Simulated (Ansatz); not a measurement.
Band structure of Na3Ga (Pm-3m, 4 atoms in the cell).

```
CELL_PARAMETERS angstrom
      4.94161     0.00000     0.00000
      0.00000     4.94161     0.00000
      0.00000     0.00000     4.94161
ATOMIC_POSITIONS crystal
  Na 0.50000 0.00000 0.50000
  Na 0.00000 0.50000 0.50000
  Na 0.50000 0.50000 0.00000
  Ga 0.00000 0.00000 0.00000
```

Level of theory: LDA (PW92), PAW files made with PBE (plane waves; Ansatz, an electronic-structure program).

Settings: basis.ecutwfc = 420 eV; kpoints.mp_grid.grid = 9 9 9; hamiltonian.xc = lda; hamiltonian.pseudopotentials = {kind: paw} (the program's default PAW files); scf.occupations.method = fermi_dirac; scf.occupations.width = 0.136 eV; kpoints.band_path.npoints = 8.

The starting cell comes from a database of computed structures (which also holds hypothetical and non-ambient phases and stackings), without a prior relaxation at this level. Its lattice was rescaled by a random factor within 2.5 % of one.

Levels in eV from the Fermi level, bands 17 to 24:
```json
[
 {"point": "Γ", "17": "-14.88", "18": "-6.16", "19": "-0.47", "20": "0.64", "21": "0.64", "22": "0.64", "23": "2.95", "24": "2.95"},
 {"point": "X", "17": "-14.88", "18": "-5.68", "19": "-2.48", "20": "1.19", "21": "1.19", "22": "1.82", "23": "2.36", "24": "3.60"},
 {"point": "M", "17": "-14.88", "18": "-5.31", "19": "-1.38", "20": "-1.38", "21": "-0.44", "22": "1.62", "23": "3.57", "24": "4.92"},
 {"point": "R", "17": "-14.88", "18": "-5.03", "19": "-0.59", "20": "-0.59", "21": "-0.59", "22": "0.74", "23": "1.42", "24": "1.42"}
]
```

Bands cross the Fermi level along this path, so the cell is metallic at this level.

Keys are those of Ansatz 0.2.
